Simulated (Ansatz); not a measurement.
We consider TiAl3 (I4/mmm, No. 139), described by LDA in Ansatz (plane waves, PAW).

Total energies, extrapolated to zero smearing (they compare only within this program, potentials and cutoff):

```json
[
 {"system": "TiAl3 (I4/mmm, No. 139), relaxed", "energy (eV/atom)": "-997.6516"},
 {"system": "hcp Ti", "energy (eV/atom)": "-2450.3017"},
 {"system": "fcc Al", "energy (eV/atom)": "-512.8767"}
]
```

Task: Work out the formation enthalpy per atom.

Result: ΔH_f ≈ ΔE = -997.6516 − [1 × (-2450.3017) + 3 × (-512.8767)]/4 = -0.419 eV/atom (0 K, no vibrations). The reference value is -0.379 ± 0.01 eV/atom (measured, 298 K, copied from a table, unchecked, no zero-point or thermal correction; as tabulated in Wang et al. (2021), doi:10.1038/s41598-021-94550-5), a difference of -0.040 eV/atom.

The PAW data were made under PBE.

Ansatz is a first-principles code.
